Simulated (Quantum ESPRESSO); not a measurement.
Input and output of a self-consistent single point for ZnSb2O4 (C2, 14 atoms in the cell) (Quantum ESPRESSO).

Method: LDA (PZ), GBRV 1.5 ultrasoft (LDA) pseudopotentials (plane waves; Quantum ESPRESSO 7.5).

```
CELL_PARAMETERS angstrom
      6.26298    -1.70084     0.00000
      6.26298     1.70084     0.00000
     -5.45864     0.00000    10.71906
ATOMIC_POSITIONS crystal
  Zn 0.67346 0.67502 0.71747
  Zn 0.32498 0.32654 0.28253
  Sb 0.36093 0.35375 0.65928
  Sb 0.64625 0.63907 0.34072
  Sb 0.87186 0.89684 0.05706
  Sb 0.10316 0.12814 0.94294
  O  0.14213 0.13087 0.24016
  O  0.86913 0.85787 0.75984
  O  0.58130 0.55452 0.79958
  O  0.44548 0.41870 0.20042
  O  0.82308 0.81434 0.36237
  O  0.18566 0.17692 0.63763
  O  0.28986 0.25594 0.92544
  O  0.74406 0.71014 0.07456
```

Reference input (self-consistent single point, DFT, LDA (PZ), plane waves, GBRV 1.5 ultrasoft (LDA) pseudopotentials): ecutwfc = 50 Ry; ecutrho = 250 Ry; occupations = fixed; potentials = {Zn: zn_lda_v1.uspp.F.UPF, Sb: sb_lda_v1.4.uspp.F.UPF, O: o_lda_v1.2.uspp.F.UPF}; K_POINTS = automatic 5 5 2 0 0 0; nbnd = 78; conv_thr = 1e-09 Ry. This run's input differs from it in these lines:

```diff
@@ -12,4 +12,4 @@
   ntyp = 3,
-  ecutwfc = 50,
-  ecutrho = 250,
+  ecutwfc = 30,
+  ecutrho = 150,
   occupations = 'fixed',
```

The program printed (abridged):

```
     Self-consistent Calculation

     iteration #  1     ecut=    30.00 Ry     beta= 0.70

     total energy              =   -1734.74763882 Ry
     estimated scf accuracy    <     219.16433733 Ry

     iteration #  2     ecut=    30.00 Ry     beta= 0.70

     total energy              =   -1704.71424749 Ry
     estimated scf accuracy    <    2023.73472527 Ry

     iteration #  3     ecut=    30.00 Ry     beta= 0.70

     total energy              =   -1891.66412023 Ry
     estimated scf accuracy    <     393.86789284 Ry

   [... 18 blocks of this kind left out ...]

     iteration # 22     ecut=    30.00 Ry     beta= 0.70

     total energy              =   -1918.80208920 Ry
     estimated scf accuracy    <          2.4E-09 Ry

     iteration # 23     ecut=    30.00 Ry     beta= 0.70
     End of self-consistent calculation

     highest occupied, lowest unoccupied level (ev):     6.9985    9.0711

!    total energy              =   -1918.80208920 Ry
     estimated scf accuracy    <          5.8E-10 Ry

     convergence has been achieved in  23 iterations

     Forces acting on atoms (cartesian axes, Ry/au):

     atom    1 type  1   force =    -0.00025257   -0.00437305    0.00357772
     atom    2 type  1   force =     0.00025257   -0.00437305   -0.00357772
     atom    3 type  2   force =    -0.03175574   -0.00228289    0.02188118
     atom    4 type  2   force =     0.03175574   -0.00228289   -0.02188118
     atom    5 type  2   force =    -0.04770341    0.00218391    0.00107618
     atom    6 type  2   force =     0.04770341    0.00218391   -0.00107618
   [... lines left out ...]

     Total force =     0.109388     Total SCF correction =     0.000123

          total   stress  (Ry/bohr**3)                   (kbar)     P=     -337.08
  -0.00244288   0.00000000   0.00001524         -359.36        0.00        2.24
   0.00000000  -0.00226818   0.00000000            0.00     -333.66        0.00
   0.00001524   0.00000000  -0.00216320            2.24        0.00     -318.22

   JOB DONE.
```

The run converged in 23 iterations. Against the reference run the free energy rises by 299 meV/atom, the pressure goes from -8.22 to -33.71 GPa, the largest force hardly changes (1.230 to 1.228 eV/Å) and the gap on the mesh moves little (2.069 to 2.073 eV).

The starting cell comes from a database of computed structures (which also holds hypothetical and non-ambient phases and stackings), without a prior relaxation at this level. Spin-orbit coupling is off. Forces in this geometry exceed 1 eV/Å.

Cost on one core of a shared machine: roughly 10 min.
